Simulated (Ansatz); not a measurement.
System: cubic perovskite KZnF3. Method: r²SCAN in Ansatz (PAW).

Numerical settings: plane-wave cutoff 560 eV, 8×8×8 k mesh, Fermi–Dirac smearing 0.01 eV, scalar-relativistic PAW data made under PBE.

Energies at three volumes about the minimum:

```csv
V (Å³/atom),E − E_lowest (meV/atom)
12.984,1.47
13.249,0.00
13.514,1.35
```

Task: Fit a parabola by hand: where is the minimum, what lattice constant follows, and what is the bulk modulus?

Result: Slopes: (0.00 − 1.47)/(13.249 − 12.984) = -5.547 and (1.35 − 0.00)/(13.514 − 13.249) = 5.094 meV/Å³. Curvature E″ = 2 × (5.094 − (-5.547))/(13.514 − 12.984) = 40.155 meV/Å⁶. From the middle of the first interval, the slope vanishes at V0 = 13.1165 − (-5.547)/40.155 = 13.255 Å³/atom. B = V0 E″ = 13.255 × 40.155 meV/Å³ × 0.1602 GPa per meV/Å³ = 85.3 GPa. With 5 atoms in the cube, a = (5 × 13.255)^(1/3) = 4.047 Å. The full Birch–Murnaghan fit to all volumes gives V0 = 13.250 Å³/atom and B0 = 84.6 GPa.

Measured, for comparison: bulk modulus 80 GPa (temperature not stated, no zero-point or thermal correction, (C11+2C12)/3; as tabulated in Vaitheeswaran et al. (2016), arXiv:1609.00541); lattice constant a 4.055 Å (room temperature, no zero-point or thermal correction; as tabulated in Dubrovin et al. (2021), arXiv:2110.13026). Computed less measured: bulk modulus +6 %. A static lattice is as a rule a little smaller and stiffer than an uncorrected measurement, which can account for part of this in the bulk modulus.

Note: the relaxation could not lower the start's symmetry, so the cell can be a saddle point above a distorted one.

Ansatz is an electronic-structure program.
